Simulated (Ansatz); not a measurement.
**Several settings converged on SrNi₂As₂ (I4mm, 5 atoms in the cell)**

```
CELL_PARAMETERS angstrom
     -2.04681     2.04681     5.52308
      2.04681    -2.04681     5.52308
      2.04681     2.04681    -5.52308
ATOMIC_POSITIONS crystal
  Sr 0.00453 0.00453 0.00000
  Ni 0.75000 0.25000 0.50000
  Ni 0.25000 0.75000 0.50000
  As 0.64527 0.64527 0.00000
  As 0.35473 0.35473 0.00000
```

Base method: LDA (PW92), default PAW files made with PBE (plane waves; Ansatz, a first-principles code).

Base settings: basis.ecutwfc = 420 eV; kpoints.mp_grid.grid = 6 6 6; hamiltonian.xc = lda; hamiltonian.pseudopotentials = {kind: paw} (the program's default PAW files); scf.occupations.method = fermi_dirac; scf.occupations.width = 0.1 eV.

The count of work is k-points × plane waves × bands × iterations; it is no time. Core times come from one kind of shared machine, to one figure; runs under 30 s give none.

**The cutoff for other potential files**

Level: DFT, LDA (PW92), plane waves, harder PAW files (source: ansatz) made with PBE.

In this ladder: hamiltonian.pseudopotentials = {kind: paw, source: ansatz}.

The second cell is the first with its lattice scaled by 0.98.

The mesh stays at the base's, so the ladder's end is converged at best in this setting alone.

The first pressure column holds Ansatz's estimate of the finite-basis (Pulay) stress, which hides part of the cutoff error; the other is without it.

Only quantities that move along the ladder and can be compared are tabulated.

| basis.ecutwfc | free energy less the last step's (meV/atom) | energy of the compressed cell less the first (meV/atom) | pressure (GPa) | pressure without the Pulay estimate (GPa) | largest difference of a force vector from the last step's (eV/Å) | count of work / last | core time / last (rough) |
|---|---|---|---|---|---|---|---|
| 415 eV | 3925.66 | -14.16 | -5.34 | -177.32 | 0.015 | 0.11 | – |
| 505 eV | 765.24 | -28.00 | -6.70 | -47.38 | 0.012 | 0.15 | – |
| 645 eV | 52.83 | -26.14 | -6.47 | -10.35 | 0.005 | 0.21 | – |
| 780 eV | 4.20 | -26.12 | -6.48 | -6.77 | 0.001 | 0.28 | – |
| 920 eV | 1.23 | -26.15 | -6.49 | -6.52 | 0.000 | 0.35 | 0.3 |
| 1105 eV | 0.61 | -26.15 | -6.49 | -6.51 | 0.000 | 0.46 | 0.5 |
| 1380 eV | 0.14 | -26.16 | -6.49 | -6.50 | 0.000 | 0.65 | 0.6 |
| 1840 eV | 0.00 | -26.16 | -6.49 | -6.49 | 0.000 | 1.0 | 1 |

Coarsest basis.ecutwfc that holds the energy of the compressed cell less the first within 0.5 meV/atom of the last step, with all finer ones: 645 eV, at 0.21 of the last step's count of work; the step before is off by 1.8 meV/atom.

Coarsest basis.ecutwfc that holds the pressure without the Pulay estimate within 0.5 GPa of the last step, with all finer ones: 780 eV, at 0.28 of the last step's count of work; the step before is off by 3.9 GPa.

Coarsest basis.ecutwfc that holds the forces within 0.005 eV/Å of the last step, with all finer ones: 780 eV, at 0.28 of the last step's count of work; the step before is off by 0.005 eV/Å.

The energy difference between the two cells stays within 1 meV/atom of the last step's from 645 eV on, the total only from 1105 eV on: much of the error is common to both cells and cancels.

At the lowest cutoff the pressure without the Pulay estimate lies 171 GPa under the last step's, the usual sign of Pulay stress in an incomplete plane-wave basis.

**The density cutoff**

The second cell is the first with its lattice scaled by 0.98.

The mesh stays at the base's, so the ladder's end is converged at best in this setting alone.

Only quantities that move along the ladder and can be compared are tabulated.

```tsv
basis.ecutrho_ratio	free energy less the last step's (meV/atom)	energy of the compressed cell less the first (meV/atom)	pressure (GPa)
2	-3.39	-25.71	-6.27
3	-0.05	-26.08	-6.47
4	0.00	-26.08	-6.48
5	0.00	-26.08	-6.48
6	0.00	-26.08	-6.48
8	0.00	-26.08	-6.48
10	0.00	-26.08	-6.48
12	0.00	-26.08	-6.48
16	0.00	-26.08	-6.48
```

Coarsest basis.ecutrho_ratio that holds the pressure within 0.05 GPa of the last step, with all finer ones: 3; the step before is off by 0.21 GPa.

Coarsest basis.ecutrho_ratio that holds the energy of the compressed cell less the first within 0.2 meV/atom of the last step, with all finer ones: 3; the step before is off by 0.37 meV/atom.

Coarsest basis.ecutrho_ratio that holds the free energy within 1 meV/atom of the last step, with all finer ones: 3; the step before is off by 3.4 meV/atom.

The energy difference between the two cells stays within 1 meV/atom of the last step's from 2 on, the total only from 3 on: much of the error is common to both cells and cancels.

**The relaxed cell against the cutoff**

On SrNi2As2 (I4/mmm, 5 atoms in the cell): atoms on their sites.

In this ladder: relax = cell and atoms.

The mesh stays at the base's, so the ladder's end is converged at best in this setting alone.

Only quantities that move along the ladder and can be compared are tabulated.

| basis.ecutwfc | relaxed volume (Å³/atom) | relaxation steps | core time / last (rough) |
|---|---|---|---|
| 295 eV | 16.636 | 47 | 2 |
| 355 eV | 16.596 | 13 | 0.5 |
| 420 eV | 16.592 | 7 | 0.5 |
| 505 eV | 16.589 | 7 | 0.6 |
| 630 eV | 16.590 | 7 | 0.7 |
| 840 eV | 16.588 | 7 | 1 |

Coarsest basis.ecutwfc that holds the relaxed volume within 0.017 Å³/atom of the last step, with all finer ones: 355 eV; the step before is off by 0.048 Å³/atom.

At the lowest cutoff the cell relaxes to a volume 0.3 % larger than at the highest. Ansatz relaxes on a stress corrected for the finite basis.

On the base run: the starting cell comes from a database of computed structures (which also holds hypothetical and non-ambient phases and stackings), without a prior relaxation at this level. Its lattice was rescaled by up to half a per cent. One atom was moved a little off its site on purpose. Spin polarisation is off, so a magnetic state, if there is one, cannot be reached.

Left out of this page: 2 runs of the series stopped by limits of time or memory.

Keys are those of Ansatz 0.2.
